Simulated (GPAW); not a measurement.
Worked example: self-consistent single point of Li3Mg (I4/mmm, 4 atoms in the cell) in GPAW.

Method of the run: LDA (Perdew-Wang 92), GPAW PAW datasets LDA (gpaw-data 1.0.1) (plane waves; GPAW).

```xyz
4
Lattice="-2.1579 2.1579 4.2782 2.1579 -2.1579 4.2782 2.1579 2.1579 -4.2782" Properties=species:S:1:pos:R:3 pbc="T T T"
Li     0.0000     0.0000     4.2782
Li     2.1579     0.0000     2.1391
Li     0.0000     2.1579     2.1391
Mg     0.0000     0.0000     0.0000
```

Reference input (self-consistent single point, DFT PBEsol, plane waves, GPAW PAW datasets PBEsol (made by gpaw-setup)): mode = pw; ecut = 850 eV; xc = PBEsol; kpts = 11 11 11; mesh shift (steps) = 0 0 0; occupations.name = fermi-dirac; occupations.width = 0.05 eV; nbands = -12; convergence.density = 1e-05 e/electron; convergence.energy = 1e-05 eV/electron; symmetry.symmorphic = false; symmetry.tolerance = 0.0005. This run's input differs from it in these lines:

```diff
@@ -15,3 +15,3 @@
 calc = GPAW(mode={'name': 'pw', 'ecut': 850},
-            xc='PBEsol',
+            xc='LDA',
             kpts=(11, 11, 11),
```

Its files differ too (potentials: GPAW PAW datasets LDA (gpaw-data 1.0.1)).

Output (repeated stretches shortened):

```
     iter     time        total  log10-change:
                         energy   eigst   dens
iter:   1 --:--:--    -8.347677
iter:   2 --:--:--    -8.331272   -0.76  -1.22
iter:   3 --:--:--    -8.154250   -1.38  -1.25
iter:   4 --:--:--    -8.154808   -2.16  -1.74
iter:   5 --:--:--    -8.151211   -3.32  -1.77
iter:   6 --:--:--    -8.151067   -4.04  -2.44
iter:   7 --:--:--    -8.150862   -5.06  -2.58
iter:   8 --:--:--    -8.150854   -6.02  -3.25
iter:   9 --:--:--    -8.150852c  -6.63  -3.70
iter:  10 --:--:--    -8.150852c  -7.58c -4.07
iter:  11 --:--:--    -8.150852c  -8.80c -4.81
iter:  12 --:--:--    -8.150852c  -8.99c -4.85
iter:  13 --:--:--    -8.150852c  -9.17c -5.04c
Converged after 13 iterations.

Dipole moment: (-0.000000, -0.000000, 0.000000) |e|*Ang

Energy contributions relative to reference atoms: (reference = -6026.056404)

Kinetic:         +4.632948
Potential:       -2.438759
External:        +0.000000
XC:             -10.228527
Entropy (-ST):   -0.016101
Local:           -0.108463
SIC:             +0.000000
--------------------------
Free energy:     -8.158902
Extrapolated:    -8.150852

Showing only first 2 kpts
 Kpt  Band  Eigenvalues  Occupancy
  0     4     -3.51969    2.00000
  0     5      2.37052    0.00000
  0     6      4.20249    0.00000
  0     7      4.20249    0.00000

  1     4     -3.41323    2.00000
  1     5      2.49133    0.00000
  1     6      3.16225    0.00000
  1     7      3.43652    0.00000

Fermi level: 1.16779

No gap
No difference between direct/indirect transitions
Energy (eV): -8.150852

Forces in eV/Ang:
  0 Li   -0.00000    0.00000    0.00000
  1 Li   -0.00000   -0.00000    0.00000
  2 Li   -0.00000   -0.00000    0.00000
  3 Mg    0.00000    0.00000    0.00000

Stress tensor:
     0.005438     0.000000     0.000000
     0.000000     0.005438     0.000000
     0.000000     0.000000     0.005593
Stress (GPa, Voigt): [0.8712 0.8712 0.896  0.     0.     0.    ]
```

The run converged in 13 iterations. GPAW prints stress with tension positive. Against the reference run the pressure goes from 0.12 to -0.88 GPa.

The starting cell comes from a database of computed structures (which also holds hypothetical and non-ambient phases and stackings), without a prior relaxation at this level.

Cost on one core of a shared machine: roughly 90 s.
